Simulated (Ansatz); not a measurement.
Ir: response to strain

Take Ir in the fcc (Cu type) structure (space group Fm-3m, No. 225; a = 3.812 Å; relaxed with 0.1 eV smearing) as the base. Axes: x, y, z lie along the cube axes.

Strains are applied to the cell and any free atomic positions relax; under biaxial strain the out-of-plane vector relaxes too.

Calculations: LDA in Ansatz (plane waves to 420 eV, PAW, no SOC).

Notes on the quantities. in-plane stress: mean in-plane stress (compression positive).

| variant | shortest interatomic distance | in-plane stress |
|---|---|---|
| base | 2.695 Å | – |
| biaxial strain −2.50 %, plane normal [111], relaxed out of plane | 2.628 Å | +26.1 GPa |
| biaxial strain −2.08 %, plane normal [111], relaxed out of plane | 2.639 Å | +21.1 GPa |
| biaxial strain −1.67 %, plane normal [111], relaxed out of plane | 2.650 Å | +16.5 GPa |
| biaxial strain −0.83 %, plane normal [111], relaxed out of plane | 2.673 Å | +7.8 GPa |
| biaxial strain −0.42 %, plane normal [111], relaxed out of plane | 2.684 Å | +3.8 GPa |
| biaxial strain +0.42 %, plane normal [111], relaxed out of plane | 2.695 Å | -3.6 GPa |
| biaxial strain +0.83 %, plane normal [111], relaxed out of plane | 2.695 Å | -7.0 GPa |
| biaxial strain +2.08 %, plane normal [111], relaxed out of plane | 2.695 Å | -16.2 GPa |
| biaxial strain +2.50 %, plane normal [111], relaxed out of plane | 2.695 Å | -19.0 GPa |

No phonon test of stability was made. The final runs are not spin-polarised.

Ansatz is a first-principles code.
